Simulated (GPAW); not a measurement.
Input and output of a self-consistent single point for Nb3Au (Pm-3n, 8 atoms in the cell) (GPAW).

Computed with LDA (Perdew-Wang 92), GPAW PAW datasets LDA (gpaw-data 1.0.1) (plane waves; GPAW).

```
CELL_PARAMETERS angstrom
      5.29342     0.00000     0.00000
      0.00000     5.29342     0.00000
      0.00000     0.00000     5.29342
ATOMIC_POSITIONS crystal
  Nb 0.50000 0.25000 0.00000
  Nb 0.50000 0.75000 0.00000
  Nb 0.25000 0.00000 0.50000
  Nb 0.75000 0.00000 0.50000
  Nb 0.00000 0.50000 0.25000
  Nb 0.00000 0.50000 0.75000
  Au 0.50000 0.50000 0.50000
  Au 0.00000 0.00000 0.00000
```

Reference input (self-consistent single point, DFT PBEsol, plane waves, GPAW PAW datasets PBEsol (made by gpaw-setup)): mode = pw; ecut = 600 eV; xc = PBEsol; kpts = 5 5 5; mesh shift (steps) = 0 0 0; occupations.name = fermi-dirac; occupations.width = 0.05 eV; nbands = -16; convergence.forces = 0.001 eV/Å; symmetry.symmorphic = false; symmetry.tolerance = 0.0005; maxiter = 100. This run's input differs from it in these lines:

```diff
@@ -19,3 +19,3 @@
 calc = GPAW(mode={'name': 'pw', 'ecut': 600},
-            xc='PBEsol',
+            xc='LDA',
             kpts=(5, 5, 5),
```

Its files differ too (potentials: GPAW PAW datasets LDA (gpaw-data 1.0.1)).

Output (repeated stretches shortened):

```
     iter     time        total  log10-change:
                         energy   eigst   dens  force
iter:   1 --:--:--   -85.213513
iter:   2 --:--:--   -83.612965   -1.16  -1.09
iter:   3 --:--:--   -79.177561   -0.47  -1.12
iter:   4 --:--:--   -78.736677   -1.51  -1.49
iter:   5 --:--:--   -78.260851   -0.72  -1.64
iter:   6 --:--:--   -78.118319   -1.87  -2.08
iter:   7 --:--:--   -78.016802   -1.35  -1.98
iter:   8 --:--:--   -77.864265   -2.25  -2.00
iter:   9 --:--:--   -77.869076   -2.51  -2.49
iter:  10 --:--:--   -77.852694c  -2.72  -2.48
iter:  11 --:--:--   -77.849848c  -4.47  -2.97
iter:  12 --:--:--   -77.849339c  -4.19  -3.49
iter:  13 --:--:--   -77.849369c  -4.98  -3.28
iter:  14 --:--:--   -77.849423c  -5.92  -3.60
   [... 3 lines left out ...]
iter:  18 --:--:--   -77.849064c  -6.35  -3.77
iter:  19 --:--:--   -77.849302c  -4.59  -3.76
iter:  20 --:--:--   -77.849094c  -4.62  -3.37
iter:  21 --:--:--   -77.849070c  -6.64  -3.97
iter:  22 --:--:--   -77.849070c  -7.27  -4.44c
iter:  23 --:--:--   -77.849085c  -6.19  -4.52c
iter:  24 --:--:--   -77.849077c  -6.88  -4.32c
iter:  25 --:--:--   -77.849076c  -7.24  -4.99c
iter:  26 --:--:--   -77.849076c  -8.53c -5.01c
iter:  27 --:--:--   -77.849076c  -7.56c -5.14c -16.43c
Converged after 27 iterations.

Dipole moment: (-0.000000, -0.000000, -0.000000) |e|*Ang

Energy contributions relative to reference atoms: (reference = -1655400.326222)

Kinetic:        -87.451000
Potential:      +47.377203
External:        +0.000000
XC:             -37.877495
Entropy (-ST):   -0.139302
Local:           +0.171867
SIC:             +0.000000
--------------------------
Free energy:    -77.918727
Extrapolated:   -77.849076

Showing only first 2 kpts
 Kpt  Band  Eigenvalues  Occupancy
  0    48      9.42882    2.00000
  0    49     10.62699    0.52095
  0    50     10.62699    0.52095
  0    51     10.76130    0.04687

  1    48      9.43116    2.00000
  1    49     10.62674    0.52283
  1    50     10.70147    0.14715
  1    51     10.77730    0.03426

Fermi level: 10.57481

No gap
   [... lines left out ...]
  2 Nb    0.00000    0.00000    0.00000
  3 Nb   -0.00000    0.00000    0.00000
  4 Nb    0.00000    0.00000   -0.00000
  5 Nb    0.00000    0.00000    0.00000
  6 Au   -0.00000   -0.00000    0.00000
  7 Au    0.00000    0.00000    0.00000

Stress tensor:
     0.096052     0.000000     0.000000
     0.000000     0.096052     0.000000
     0.000000     0.000000     0.096052
Stress (GPa, Voigt): [15.3892 15.3892 15.3892  0.      0.      0.    ]
```

The run converged in 27 iterations. GPAW prints stress with tension positive. Against the reference run the pressure goes from -11.54 to -15.39 GPa.

The starting cell comes from a database of computed structures (which also holds hypothetical and non-ambient phases and stackings), without a prior relaxation at this level. Its lattice was rescaled by a random factor within 2.5 % of one. Spin polarisation is off. With a pressure of about -15 GPa the cell is away from its equilibrium volume at this level.

Cost on one core of a shared machine: roughly 3 min.
